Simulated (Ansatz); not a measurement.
## BeTe in the zinc blende structure (space group F-43m, No. 216)

```
CELL_PARAMETERS angstrom
      0.00000     2.83183     2.83183
      2.83183     0.00000     2.83183
      2.83183     2.83183     0.00000
ATOMIC_POSITIONS crystal
  Te 0.75000 0.75000 0.75000
  Be 0.00000 0.00000 0.00000
```

Level of theory: Ansatz (a program for electronic structure) PBE, no spin-orbit coupling. Γ-centred 10×10×10 mesh, Fermi–Dirac width 0.05 eV.

| Quantity | Value |
|---|---|
| Volume per atom | 22.71 Å³ |
| Density | 4.99 g/cm³ |
| Band gap | 2.03 eV, indirect, Γ → X |
| Electron mass | 1.9 mₑ along k, 0.26 mₑ across |
| Hole mass (degenerate bands, along [100]) | 0.20, 0.35, 0.35 mₑ |
| Lowest conduction-band minima above the VBM | X along ⟨100⟩ 2.03 eV; L along ⟨111⟩ 3.04 eV |
| Total energy | -3536.723 eV/atom (σ→0; compares only within this code and set-up) |

Spin-orbit coupling, missing from the scalar runs, can matter with Te. Masses are band curvatures over ±0.01 Å⁻¹ around the edge. Along k means along the line from Γ to the band edge. No phonon test of stability was made.
